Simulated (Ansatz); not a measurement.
Start from CdS in the wurtzite structure (space group P6_3mc, No. 186; a = 4.074 Å, c = 6.637 Å). Axes: x lies along a and z along c of the hexagonal cell.

Computed with plane-wave PAW DFT at the LDA level (Ansatz, a quantum-chemistry and plane-wave program, 420 eV), spin-orbit coupling left out.

Strains are applied to the cell and any free atomic positions relax.

One change was made to it. Results:

| quantity | base | after |
|---|---|---|
| energy relative to the base (free energy F) | 0 meV/atom | +4.5 meV/atom |
| valence-band top at Γ (three highest levels, from the VBM) | 0.00, 0.00, -0.06 eV | 0.00, 0.00, 0.00 eV |
| band gap | 1.03 eV | 1.12 eV |

Which change produced these results?
A. uniaxial strain ε_zz = −3.00 %
B. uniaxial strain ε_zz = −2.40 %
C. uniaxial strain ε_zz = −0.60 %
D. uniaxial strain ε_zz = −1.20 %

B, uniaxial strain ε_zz = −2.40 %. For comparison, the energy relative to the base in the other runs: uniaxial strain ε_zz = −3.00 % gives +7.1 meV/atom; uniaxial strain ε_zz = −0.60 % gives +0.3 meV/atom; uniaxial strain ε_zz = −1.20 % gives +1.1 meV/atom.

Stability against distortions was not tested.
